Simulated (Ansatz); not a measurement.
Start from BeS in the zinc blende structure (space group F-43m, No. 216; a = 4.7964 Å). Axes: x, y, z lie along the cube axes.

Method: Kohn–Sham DFT with the LDA functional, run in Ansatz (an electronic-structure program) with PAW and 420 eV plane waves, no SOC.

Base values:

The valence-band top at Γ is 0.00, 0.00, 0.00 eV.

Now apply this change: tensile biaxial strain of 2.50 % in the plane normal to [111], as in epitaxy on a mismatched substrate; the out-of-plane cell vector and the atoms relax.

Task: What happens to the in-plane stress?

Result: The mean in-plane stress (compression positive) amounts to -5.6 GPa.

Task: Predict the new valence-band top at Γ.

Result: The valence-band top at Γ (three highest levels, from the VBM) becomes 0.00, -0.24, -0.24 eV (base: 0.00, 0.00, 0.00 eV).

Task: Predict the new out-of-plane strain.

Result: The out-of-plane strain comes out as -0.98 %.

Task: Predict the new energy relative to the base.

Result: The energy grows by 12 meV/atom.

The levels and masses belong to the bands next to the band gap. Stability against distortions was not tested.
